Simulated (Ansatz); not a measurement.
Structure of amorphous silicon oxide (Si₂₄O₄₇) (periodic cell):

```
CELL_PARAMETERS angstrom
     10.67453    -0.12210     0.35204
     -0.12210     9.80320    -0.11294
      0.35204    -0.11294    10.29048
ATOMIC_POSITIONS crystal
  Si 0.14105 0.43239 0.66767
  Si 0.95256 0.33578 0.35140
  Si 0.67154 0.59116 0.65101
  Si 0.08172 0.57204 0.90666
  Si 0.39190 0.92113 0.92435
  Si 0.95789 0.66214 0.67918
  Si 0.08059 0.80778 0.10473
  Si 0.73314 0.49315 0.38974
  Si 0.93765 0.05277 0.97750
  Si 0.06796 0.94096 0.59076
  Si 0.31007 0.27021 0.15957
  Si 0.70285 0.60468 0.11540
  Si 0.69564 0.22371 0.30331
  Si 0.57112 0.07343 0.53148
  Si 0.51315 0.83507 0.66892
  Si 0.32896 0.94602 0.19898
  Si 0.67497 0.28808 0.73918
  Si 0.33939 0.93007 0.48434
  Si 0.18792 0.94372 0.86382
  Si 0.58969 0.32062 0.04220
  Si 0.95198 0.18479 0.70058
  Si 0.81036 0.81342 0.09674
  Si 0.04879 0.33313 0.07505
  Si 0.23167 0.27313 0.43963
  O  0.98790 0.79873 0.59399
  O  0.00195 0.40242 0.21239
  O  0.29650 0.05377 0.90777
  O  0.41808 0.06659 0.52932
  O  0.29267 0.35379 0.29601
  O  0.06379 0.93553 0.98045
  O  0.81566 0.96175 0.02777
  O  0.63928 0.26555 0.89575
  O  0.07110 0.28683 0.71609
  O  0.03192 0.53159 0.61753
  O  0.50290 0.91784 0.81197
  O  0.19185 0.86647 0.18617
  O  0.27522 0.81112 0.88427
  O  0.18976 0.51027 0.80193
  O  0.67137 0.76858 0.16589
  O  0.18623 0.92967 0.48423
  O  0.56105 0.68863 0.70984
  O  0.82404 0.26940 0.69760
  O  0.44027 0.29929 0.07006
  O  0.61559 0.48871 0.05083
  O  0.81610 0.66623 0.01166
  O  0.42684 0.90292 0.07331
  O  0.66996 0.60158 0.49266
  O  0.97464 0.06949 0.58286
  O  0.97573 0.18249 0.06305
  O  0.19802 0.30550 0.06371
  O  0.24818 0.40655 0.55404
  O  0.38446 0.89447 0.33150
  O  0.61612 0.92326 0.57811
  O  0.30459 0.10619 0.19057
  O  0.60123 0.18469 0.64450
  O  0.86970 0.45135 0.43524
  O  0.06785 0.28673 0.42641
  O  0.84705 0.21508 0.31581
  O  0.00628 0.68415 0.82691
  O  0.75951 0.54560 0.24282
  O  0.00639 0.43530 0.96338
  O  0.80732 0.64197 0.69585
  O  0.63992 0.35924 0.38137
  O  0.66322 0.23504 0.14942
  O  0.11561 0.66245 0.03783
  O  0.94122 0.81821 0.17728
  O  0.13506 0.96590 0.72825
  O  0.38357 0.81758 0.59009
  O  0.63130 0.09532 0.38277
  O  0.63749 0.44135 0.70613
  O  0.92712 0.08843 0.82981
```

Methods: PBE, scalar-relativistic without spin-orbit coupling (Ansatz, a first-principles code); r2SCAN, scalar-relativistic without spin-orbit coupling (Ansatz); HSE06, scalar-relativistic without spin-orbit coupling (Ansatz). Neutral PBE cell, which sets geometry, pressure and energy: sampling: a 2×2×2 Γ-centred mesh; Fermi-Dirac width 0.02 eV; no spin polarisation. The usual formal charges leave 2 electrons over, so the level spacing at the Fermi energy parts defect or band states and needn't be the band gap. Exact exchange is cut at the faces of this 10 Å cell, which leaves hybrid gaps a finite-size error.

Preparation: random packing, a CHGNet melt and quench, and a DFT relaxation. O atoms were pushed apart under 1.9 Å during the dynamics, to hinder bonds among them. The hot cell started wider than the set density and was brought back towards it in steps. It is the lowest in DFT energy of 2 quenches. It is a model cell: composition and starting density were chosen by hand, and all elements were melted together. No dispersion term was used. Its density started from a set value of 2.20 and ended at 2.20 g/cm³. The simulated quench (nominally 320 K/ps over its main leg) is rapid and tends to freeze in more defects than a deposited or slowly cooled glass has. One small periodic cell is one sample of the glass; other quenches scatter about these values. The volume was held where the preparation left it and the shape relaxed.

Problem. Give the pressure, the energy against reference phases and the spacing of the highest filled and lowest empty levels.

Solution. 
- Pressure on a 2×2×2 Γ-centred mesh: 1.37 GPa
- Largest force and stress component on that mesh (the relaxation ran on the zone centre alone): 0.25 eV/Å and 1.4 GPa
- Energy relative to alpha cristobalite + silicon (lowest mix at this level among the phases computed, not always the ambient ones): 0.170 eV/atom
- Level spacing at the Fermi energy on a 2×2×2 Γ-centred mesh (PBE): 1.18 eV
- Level spacing at the Fermi energy at the zone centre (PBE): 1.38 eV
- Level spacing at the Fermi energy at the zone centre (r2SCAN): 1.67 eV
- Level spacing at the Fermi energy at the zone centre (HSE06): 2.29 eV

Problem. At PBE and the zone centre, how localised are the states just below and above the Fermi level (participation number: the atoms over which a state spreads)?

Solution. The highest filled state is spread over 3.3 atoms' worth, largest on Si24, with weights by element (charge in smoothed Voronoi cells) Si 0.58, O 0.42. The lowest empty state is spread over 42.7 atoms' worth, largest on O66, with weights by element (charge in smoothed Voronoi cells) O 0.66, Si 0.34.

At PBE the levels at the filled edge of the gap are localised (band-tail or defect states).

Cut-offs for bonds: Si-Si 2.60 Å, Si-O 1.98 Å, O-O 1.58 Å. Two cations that share two anions don't count as bonded, nor two that share one unless they lie closer than Si-Si 2.38 Å.

Added carriers, by Ansatz with PBE, scalar-relativistic without spin-orbit coupling on the zone centre alone. Charged cells keep the cell fixed and stand in a uniform background, with no image correction, at a width of 0.01 eV; where the count is odd the moment is locked at 1 μB, unless the neutral cell bore moments. Each starts from the undistorted neutral geometry alone. PBE's self-interaction favours spread-out carriers, so it can miss traps that a hybrid finds.

Problem. What happens at PBE when the cell takes an extra electron and the atoms relax?

Solution. Relaxation lowers the charged cell by 0.49 eV. The largest moves are O39 0.57 Å, Si12 0.45 Å, O45 0.44 Å, O44 0.34 Å. The level that holds the added charge spreads over 4.3 atoms' worth, most on Si12 (weight 0.44): a localised (trapped) carrier, which neighbours of that atom can share. No bond crosses its cut-off with a change of over 0.15 Å. Made neutral again at that geometry, the cell lies +1.51 eV from the neutral start (a closed shell was imposed there, with levels 0.16 eV apart, so this is an upper bound).

Problem. What happens at PBE when the cell takes a hole and the atoms relax?

Solution. Relaxation lowers the charged cell by 0.94 eV. The largest moves are Si24 0.22 Å, O40 0.17 Å, O28 0.17 Å, O55 0.14 Å. The level that was emptied spreads over 5.3 atoms' worth, most on Si24 (weight 0.41): a localised (trapped) carrier, which neighbours of that atom can share. No bond crosses its cut-off with a change of over 0.15 Å. Made neutral again at that geometry, the cell lies +0.59 eV from the neutral start.

Problem. What happens at PBE when the cell takes two holes and the atoms relax?

Solution. Relaxation lowers the charged cell by 3.80 eV. The largest moves are Si24 0.64 Å, O28 0.30 Å, O40 0.29 Å, O55 0.27 Å. The level that was emptied spreads over 5.5 atoms' worth, most on Si24 (weight 0.38): a localised (trapped) carrier, which neighbours of that atom can share. No bond crosses its cut-off with a change of over 0.15 Å. Made neutral again at that geometry, the cell lies +2.28 eV from the neutral start.

A PBE run started with 1 μB on atoms that lack a bond or may hold spare charge lost its moments; other starts weren't tried.
